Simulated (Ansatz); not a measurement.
# HfB2: stress against strain

HfB2 (AlB2 type, P6/mmm, 9.732 Å³/atom at rest, c along z) under a strain ε along c (axis z), the other axes held. PBEsol in Ansatz, a plane-wave DFT program (PAW, default set), 420 eV, 21×21×17 Γ-centred mesh, Fermi-Dirac smearing 0.10 eV; ions are relaxed within the symmetry of each cell. Stress is positive for a compressed cell.

Here s stands for strain and y for stress zz.

| strain (%) | stress zz (GPa) |
|---|---|
| -1.50 | 7.29 |
| -1.00 | 4.80 |
| -0.50 | 2.37 |
| 0.00 | 0.00 |
| 0.50 | -2.31 |
| 1.00 | -4.56 |
| 1.50 | -6.75 |
| 3.00 | ? |

Fit y of the 7 rows that show it with a straight line. Means: s 0, y 0.120. About the means, the sum of products is -32.760 and the sum of squares of s is 7.0000; the slope is their ratio. Least squares gives y = 0.120 - 4.6800·s. Residuals (row less fit): 0.150, 0.000, -0.090, -0.120, -0.090, 0.000, 0.150; standard error 0.123 (degrees of freedom: 5). The slope gives the elastic constant C33 = 468 ± 5 GPa.

Problem. What does the fit predict for y at s = 3.00, and how far is the calculated value from it?

Solution. y = 0.120 - 4.6800 × 3.0 = -13.920 GPa. The calculation gives -12.96 GPa, 0.960 GPa above the prediction (4.7 % of the range of y in the table). The row lies outside the fitted rows, so this is an extrapolation. From the scatter of the fitted rows alone, a prediction at this place has a standard error of 0.192 GPa, so the miss is 5.0 times that.

One order more, fitted to all 13 runs of the series, follows each within 0.01, so the miss is the next term of a smooth law. In a metal these values are sensitive to mesh and smearing; energies are taken to zero smearing, stresses follow the free energy. Rows are the converged runs of the series near zero and its far end; series whose fitted rows scatter by over a few per cent of the range, as at a crossing or softening among them, aren't shown in this form. Most that stay on the fit to the last digits aren't either.
